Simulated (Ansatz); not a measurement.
## LaRu2: pressure 3 GPa

Start from LaRu2 in the cubic Laves (MgCu2 type) structure (space group Fd-3m, No. 227; a = 7.601 Å).

Perturbation: cell and atoms relaxed at a pressure of 3 GPa.

All numbers come from plane-wave PAW DFT at the PBEsol level (Ansatz, an electronic-structure program, 420 eV), scalar-relativistic without spin-orbit coupling. k-mesh 11×11×11 (Γ-centred); smearing 0.05 eV (Fermi–Dirac).

The volume per atom shrinks by 0.327 Å³ to 17.97 Å³ and the density increases by 0.19 g/cm³ (10.32 g/cm³ → 10.51 g/cm³). The lattice parameter a shrinks by 0.046 Å (7.601 Å → 7.555 Å) and the shortest interatomic distance shrinks by 0.016 Å to 2.671 Å. The enthalpy H = E + PV relative to the base's energy amounts to +0.34 eV/atom and the band gap stays zero.

Cost of the whole job for the changed cell (relaxation, final SCF and bands): around 120 core-seconds (rough).

Load acts through the strain it causes; cell and atoms are relaxed under it. Stability against distortions was not tested. All final runs are without spin polarisation.
